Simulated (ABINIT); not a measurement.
**ABINIT run on ZrGeSe (P4/nmm, 6 atoms in the cell): self-consistent single point**

Method of the run: LDA (PW92), PAW (JTH v2.0 LDA PAW) (plane waves; ABINIT 10.0.3).

This input was run:

```
# ZrGeSe, JTH v2.0 LDA PAW
pp_dirpath "./"
pseudos "Zr.LDA_PW-JTH.xml, Ge.LDA_PW-JTH.xml, Se.LDA_PW-JTH.xml"
acell 3*1.0 Angstrom
rprim
         3.6308300000    0.0000000000    0.0000000000
         0.0000000000    3.6308300000    0.0000000000
         0.0000000000    0.0000000000    8.1694830000
natom 6
ntypat 3
znucl 40 32 34
typat 1 1 2 2 3 3
xred
         0.0000000000    0.5000000000    0.7390100000
         0.5000000000    0.0000000000    0.2609900000
         0.0000000000    0.0000000000    0.0000000000
         0.5000000000    0.5000000000    0.0000000000
         0.5000000000    0.0000000000    0.6224500000
         0.0000000000    0.5000000000    0.3775500000
ecut 571 eV
pawecutdg 1143 eV
pawxcdev 0
occopt 7
tsmear 0.1 eV
nband 41
kptopt 1
ngkpt 6 6 3
nshiftk 1
shiftk 0 0 0
nstep 80
toldfe 1.0e-09
prtwf 0
prtden 0
enunit 1
```

Output, abridged:

```
 Symmetries : space group P4/n m m (#129); Bravais tP (primitive tetrag.)

 -outvars: echo values of preprocessed input variables --------
            acell      1.8897261329E+00  1.8897261329E+00  1.8897261329E+00 Bohr
             ecut      2.09838648E+01 Hartree
           enunit           1
              ixc       -1012
         kptrlatt        6    0    0      0    6    0      0    0    3
          kptrlen      4.11676460E+01
            natom           6
            nband          41
            ngfft          30      30      64
          ngfftdg          45      45      96
             nkpt          20
            nstep          80
             nsym          16
           ntypat           3
           occopt           7
        pawecutdg      4.20044789E+01 Hartree
         pawxcdev           0
            rprim      3.6308300000E+00  0.0000000000E+00  0.0000000000E+00
                       0.0000000000E+00  3.6308300000E+00  0.0000000000E+00
                       0.0000000000E+00  0.0000000000E+00  8.1694830000E+00
          spgroup         129
           toldfe      1.00000000E-09 Hartree
           tsmear      3.67493254E-03 Hartree
            typat      1  1  2  2  3  3
           useylm           1
             xred      0.0000000000E+00  5.0000000000E-01  7.3901000000E-01
                       5.0000000000E-01  0.0000000000E+00  2.6099000000E-01
                       0.0000000000E+00  0.0000000000E+00  0.0000000000E+00
                       5.0000000000E-01  5.0000000000E-01  0.0000000000E+00
                       5.0000000000E-01  0.0000000000E+00  6.2245000000E-01
                       0.0000000000E+00  5.0000000000E-01  3.7755000000E-01
            znucl       40.00000   32.00000   34.00000

== DATASET  1 ==================================================================

 Real(R)+Recip(G) space primitive vectors, cartesian coordinates (Bohr,Bohr^-1):
 R(1)=  6.8612743  0.0000000  0.0000000  G(1)=  0.1457455  0.0000000  0.0000000
 R(2)=  0.0000000  6.8612743  0.0000000  G(2)=  0.0000000  0.1457455  0.0000000
 R(3)=  0.0000000  0.0000000 15.4380855  G(3)=  0.0000000  0.0000000  0.0647749
 Unit cell volume ucvol=  7.2678007E+02 bohr^3
 Angles (23,13,12)=  9.00000000E+01  9.00000000E+01  9.00000000E+01 degrees

 Coarse grid specifications (used for wave-functions):

 getcut: wavevector=  0.0000  0.0000  0.0000  ngfft=  30  30  64
         ecut(hartree)=     20.984   => boxcut(ratio)=   2.01038

 Fine grid specifications (used for densities):

 getcut: wavevector=  0.0000  0.0000  0.0000  ngfft=  45  45  96
         ecut(hartree)=     42.004   => boxcut(ratio)=   2.13140

   8.39983799E+03                                ecore*ucvol(ha*bohr**3)

_setup2: Arith. and geom. avg. npw (full set) are    3337.102    3337.070

--- !BeginCycle
solver: {iscf: 17, nstep: 80, nline: 4, wfoptalg: 10, }
tolerances: {toldfe: 1.00E-09, }
...

     iter   Etot(hartree)      deltaE(h)  residm     nres2
 ETOT  1  -305.95413088153    -3.060E+02 2.552E+00 1.852E+01
 ETOT  2  -306.61371060455    -6.596E-01 1.949E-01 3.962E+00
 ETOT  3  -306.60967581140     4.035E-03 7.930E-02 9.267E-01
 ETOT  4  -306.60998371808    -3.079E-04 1.859E-02 1.057E-01
 ETOT  5  -306.60910528534     8.784E-04 3.814E-02 3.360E-03
 ETOT  6  -306.60928716352    -1.819E-04 1.493E-02 4.936E-03
 ETOT  7  -306.60928219714     4.966E-06 8.030E-03 3.022E-04
 ETOT  8  -306.60928244290    -2.458E-07 1.346E-02 1.862E-04
 ETOT  9  -306.60928200748     4.354E-07 3.902E-03 3.512E-06
 ETOT 10  -306.60928202164    -1.416E-08 8.443E-03 5.939E-07
 ETOT 11  -306.60928202095     6.933E-10 1.892E-03 1.083E-07
 ETOT 12  -306.60928202040     5.465E-10 3.991E-03 5.577E-09

 At SCF step   12, etot is converged :
  for the second time, diff in etot=  5.465E-10 < toldfe=  1.000E-09

 Cartesian components of stress tensor (hartree/bohr^3)
  sigma(1 1)= -8.22673850E-05  sigma(3 2)=  0.00000000E+00
  sigma(2 2)= -8.22673850E-05  sigma(3 1)=  0.00000000E+00
  sigma(3 3)= -6.65085194E-05  sigma(2 1)=  0.00000000E+00

 ----iterations are completed or convergence reached----

 reduced coordinates (array xred) for    6 atoms
       0.000000000000      0.500000000000      0.739010000000
       0.500000000000      0.000000000000      0.260990000000
       0.000000000000      0.000000000000      0.000000000000
       0.500000000000      0.500000000000      0.000000000000
       0.500000000000      0.000000000000      0.622450000000
       0.000000000000      0.500000000000      0.377550000000
 cartesian forces (eV/Angstrom) at end:
    1     -0.00000000000000    -0.00000000000000    -0.25918435176215
    2     -0.00000000000000    -0.00000000000000     0.25918435176215
    3      0.00000000000000     0.00000000000000    -0.00000000000000
    4      0.00000000000000     0.00000000000000    -0.00000000000000
    5      0.00000000000000     0.00000000000000    -0.14681496326531
    6      0.00000000000000     0.00000000000000     0.14681496326531
 frms,max,avg= 9.9292588E-02 2.5918435E-01   0.000E+00  0.000E+00  0.000E+00 e/A
 length scales=  1.889726132886  1.889726132886  1.889726132886 bohr
              =  1.000000000000  1.000000000000  1.000000000000 angstroms
 Fermi (or HOMO) energy (eV) =   9.47578   Average Vxc (eV)= -11.70129
 Eigenvalues (   eV  ) for nkpt=  20  k points:
 kpt#   1, nband= 41, wtk=  0.00926, kpt=  0.0000  0.0000  0.0000 (reduced coord)
 -39.83695  -39.83576  -18.02802  -17.98218  -17.90454  -17.90454  -17.90344  -17.90344
 -15.34134  -15.20871  -15.08485  -15.04874  -15.04874  -14.95835  -14.94003  -14.94003
 -14.89096  -14.84134   -5.72713   -4.17735   -2.89836    3.81590    4.41302    5.46144
   5.77872    5.77872    6.80625    6.80625    7.15074    7.79178    7.79178    8.78760
   9.34951    9.79462   10.72594   10.87110   10.96062   10.96062   12.57789   13.66218
  13.68037
 prteigrs : prtvol=0 or 1, do not print more k-points.

--- !EnergyTerms
comment             : Components of total free energy in Hartree
kinetic             :  4.46338997653812E+01
hartree             :  7.81731236660504E+01
xc                  : -3.09235861931208E+01
Ewald energy        : -1.85147226363146E+02
psp_core            :  1.15576063710123E+01
local_psp           : -2.48413856180078E+02
spherical_terms     :  2.35110159083102E+01
internal            : -3.06609023025590E+02
'-kT*entropy'       : -2.46311660723613E-04
total_energy        : -3.06609269337251E+02
total_energy_eV     : -8.34326252297007E+03
...

-Cartesian components of stress tensor (GPa)         [Pressure=  2.2658E+00 GPa]
- sigma(1 1)= -2.42038962E+00  sigma(3 2)=  0.00000000E+00
- sigma(2 2)= -2.42038962E+00  sigma(3 1)=  0.00000000E+00
- sigma(3 3)= -1.95674787E+00  sigma(2 1)=  0.00000000E+00

 Calculation completed.
```

The run converged in 12 iterations.

The starting cell comes from a database of computed structures (which also holds hypothetical and non-ambient phases and stackings), without a prior relaxation at this level. Its lattice was rescaled by a random factor within 2.5 % of one.

Cost on one core of a shared machine: roughly 3 min.
